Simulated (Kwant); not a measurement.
Model system: quantum point contact (saddle potential) in a GaN two-dimensional gas. Effective mass 0.22 mₑ, grid spacing 12 nm, hard walls, nominal width 300 nm (25 grid rows, so walls 312 nm apart), one parabolic valley, scattering region 900 nm long along x; energies count from the band bottom; Fermi energy 0.000807 eV. Potential (V0 + ½k y²) cos²(πx/L) for |x| < L/2, with V0 swept from 0.00084735 to 0 eV, k = 2.8e-07 eV/nm², L = 620 nm.

Constants are typed, rounded textbook-type inputs, not results; the design itself was drawn at random and stands for no fabricated device.

Kwant, effective-mass tight-binding model on a square grid, one spin, coherent transport at 0 K. Conductance is in e²/h.

Problem. Compare with the saddle-point formula G = Σ 1/(1 + exp(−2π(E − V0 − ħωy(n + ½))/ħωx)), taking ħωy = ħ√(k/m) and ħωx from the curvature along x of V0 plus half of the mode's confinement energy.

Solution. ħωy = 0.311 meV; at V0 = 0.688 meV the lowest mode has ħωx = 0.117 meV.

```tsv
V0 (meV)	formula	simulation
0.798	0.00061	0.00059
0.688	0.12	0.13
0.577	0.99	0.99
0.467	1.00	1.00
0.356	1.27	1.36
0.246	2.00	2.00
```

The formula takes a parabolic saddle in the continuum; the run has the full potential on a grid.
